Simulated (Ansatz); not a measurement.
The structure below was relaxed with PBEsol (Ansatz, a first-principles code, PAW, no SOC), earlier PAW set.

```xyz
12
Lattice="5.9059 0.0000 0.0000 -2.9529 5.1147 0.0000 0.0000 0.0000 5.4752" Properties=species:S:1:pos:R:3 pbc="T T T"
Al    -2.1203     3.6725     5.2841
Al     0.8326     1.4421     5.2841
Al     4.2407     0.0000     5.2841
Al     2.9529     1.7049     3.1323
Al     0.0000     0.0000     2.6014
Al     0.0000     3.4098     3.1323
N     -2.0259     3.5090     3.3947
N      0.9270     1.6057     3.3947
N      4.0518     0.0000     3.3947
As     2.9529     1.7049     0.7131
N      0.0000     0.0000     0.6354
As     0.0000     3.4098     0.7131
```

Task: Find the space group and the Wyckoff positions.

Result: Space group P31m (No. 157); a = b = 5.9059 Å, c = 5.4752 Å, α = β = 90.00°, γ = 120.00°

| atom | site | symmetry | x | y | z |
|---|---|---|---|---|---|
| Al | 3c | ..m | 0.2820 | 0.2820 | 0.9651 |
| Al | 2b | 3.. | 0.3333 | 0.6667 | 0.5721 |
| Al | 1a | 3.m | 0.0000 | 0.0000 | 0.4751 |
| N | 3c | ..m | 0.3139 | 0.3139 | 0.6200 |
| As | 2b | 3.. | 0.3333 | 0.6667 | 0.1302 |
| N | 1a | 3.m | 0.0000 | 0.0000 | 0.1160 |

Task: Describe the coordination.

Result: The crystal has 12 atoms in its conventional cell. Cell: a = 5.9059 Å, b = 5.9059 Å, c = 5.4752 Å, α = 90.00°, β = 90.00°, γ = 120.00°. Al1 is surrounded by 2 N at 1.859–1.899 Å and 2 As at 2.320 Å. Al2 has 3 N at 2.045 Å and 1 As at 2.419 Å and 1 As at 3.056 Å (trigonal bipyramidal). Al3 is surrounded by 4 N at 1.966–2.017 Å (tetrahedral). N1 is coordinated by 1 Al at 1.899 Å and 3 Al at 2.017–2.045 Å (tetrahedral). As sees 4 Al at 2.320–2.419 Å and 1 Al at 3.056 Å. N2 has 3 Al at 1.859 Å and 1 Al at 1.966 Å (tetrahedral). (Neighbours: up to the widest gap in distance over summed covalent radii, below 1.35, at either atom; cation-cation and far metal-metal contacts left out.)

These are small ordered cells, not random alloys; other orderings at the same x differ. Stability against distortions was not tested. The cell was made from AlN by this change: x(As) = 0.333, 12 atoms, P31m.
